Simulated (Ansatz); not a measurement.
The reference is BN (space group Pm-3n, No. 223; a = 4.419 Å; a hypothetical phase, not in the database extracts checked). Axes: x, y, z lie along the cube axes.

The values are results of PBEsol (Ansatz, a first-principles code), no spin-orbit coupling, not measurements.

Perturbation: the cell is compressed by 2.66 % along z with no lateral relaxation, atoms relaxed at fixed cell.

Q: Predict the stress tensor and what it implies for the stiffness.

A: Stress of the strained cell less that of the base (GPa, compression positive):
```
   2.90    0.00    0.00
   0.00    2.90    0.00
   0.00    0.00   19.84
```

Then −Δσ_ii/ε with ε = -0.0266 gives secant stiffness values (nonlinear terms included at this strain): C33 ≈ 746 GPa, C13 ≈ 109 GPa and C23 ≈ 109 GPa.

As a check, the harmonic strain energy −½ V₀ Δσ:ε is 12 meV/atom; the computed energy rise is 12 meV/atom.

Whether these cells are dynamically stable was not tested.
